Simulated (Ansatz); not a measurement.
TiAl3 (I4/mmm, No. 139) was calculated with PBE-D3(BJ) (Ansatz, an electronic-structure program, plane waves, PAW).

Numerical settings: plane-wave cutoff 520 eV, 20×20×20 k mesh, Fermi–Dirac smearing 0.05 eV, no spin polarisation, scalar-relativistic PAW data made under PBE.

Cell (relaxed at this level):

Space group I4/mmm (No. 139); a = b = 3.795 Å, c = 8.494 Å, α = β = γ = 90.00°

```tsv
atom	site	symmetry	x	y	z
Ti	2a	4/mmm	0.0000	0.0000	0.0000
Al	2b	4/mmm	0.0000	0.0000	0.5000
Al	4d	-4m2	0.0000	0.5000	0.2500
```
(The calculation used a cell of 4 atoms; values per cell refer to that cell.)

Task: Give the computed bulk modulus and pressure derivative B′ of the bulk modulus.

Result: 
* **bulk modulus**: 115 GPa
* **pressure derivative B′ of the bulk modulus**: 4.1

The run finds no gap.

Note: the bulk modulus comes from volumes at which shape and atoms were relaxed.

The computed numbers hold no vibrational or temperature effects.
